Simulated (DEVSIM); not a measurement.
Structure: illuminated Si p-on-n cell, one wavelength, at 300 K.

Layer 1 from the left is Si, thickness (μm) 0.360, Na (cm⁻³) 5.7e17, τn (s) 1.5e-6, τp (s) 7.1e-7, absorption coefficient (cm⁻¹) 490. Layer 2 from the left is Si, thickness (μm) 51.0, Nd (cm⁻³) 1.3e16, τn (s) 8.5e-6, τp (s) 8.5e-6, absorption coefficient (cm⁻¹) 490.

Left contact: ohmic, minority electron recombination velocity 800 cm/s. Right contact: ohmic, minority hole recombination velocity 5e5 cm/s. Voltage is applied to the left contact. Recombination: SRH at mid-gap, radiative, Auger. Light enters at the left, 1.7e17 photons cm⁻² s⁻¹, one pass, no reflection. Mobility is μmin + (μ − μmin)/(1 + (N/Nref)^α).

The device is made up for the run: typed textbook-type constants, with dimensions and the other settings drawn at random. Values at 300 K.

Si: gap (eV) 1.124, affinity (eV) 4.05, permittivity 11.7, Nc (cm⁻³) 2.86e19, Nv (cm⁻³) 3.1e19, μn (cm²/Vs) 1417, μp (cm²/Vs) 470, μn,min 52, μp,min 45, Nref,n 9.7e16, Nref,p 2.2e17, αn 0.68, αp 0.72, B (cm³/s) 4.7e-15, Cn (cm⁶/s) 2.8e-31, Cp (cm⁶/s) 9.9e-32.

Simulated with DEVSIM: 1D drift-diffusion, Boltzmann statistics, complete ionisation; no tunnelling, impact ionisation, image-force lowering or self-heating.

Question: What does the simulation give for the dark forward voltage at 100 A/cm², the fill factor?

Answer: dark forward voltage at 100 A/cm² 0.856 V; fill factor 0.82.
